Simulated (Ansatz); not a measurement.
rock-salt TiC: the defect O interstitial

Calculation: PBE, PAW (plane waves to 420 eV; Ansatz, an electronic-structure program). Details: 64-site cell; 4×4×4 shifted k-points; start: void with 4C4Ti nearest; no Hubbard U; energies good to tenths of an eV; the relaxation kept the symmetry of the starting site; relaxed from one start, so a lower configuration may exist.

Neighbours after relaxation, in Å: of the O atom: Ti 1.94, Ti 1.94, Ti 1.94, Ti 1.94.

Formation energies E_f are those of the neutral cell. Chemical conditions: C-rich (Δμ(O) = -3.74 eV, bounded by anatase TiO2; only phases computed here count, gases as isolated molecules at 0 K); Ti-rich (Δμ(O) = -4.79 eV, bounded by Ti2C (Fd-3m), TiO (P-62m); only phases computed here count, gases as isolated molecules at 0 K). Reference phases: O: O2 molecule in a box.

The name describes the start; the neighbours show where the added atom ended.

```
charge         moment (μB)  point group  largest move off a lattice site (Å)  E_f, C-rich (eV)  E_f, Ti-rich (eV)
------  ------------------  -----------  -----------------------------------  ----------------  -----------------
0       not spin-polarised           Td                                 0.24              6.57               7.61
```

Point groups are those of the whole cell at tolerances of 0.03 and 0.1 Å ("near" where only the looser one holds); none is given for unsettled states.
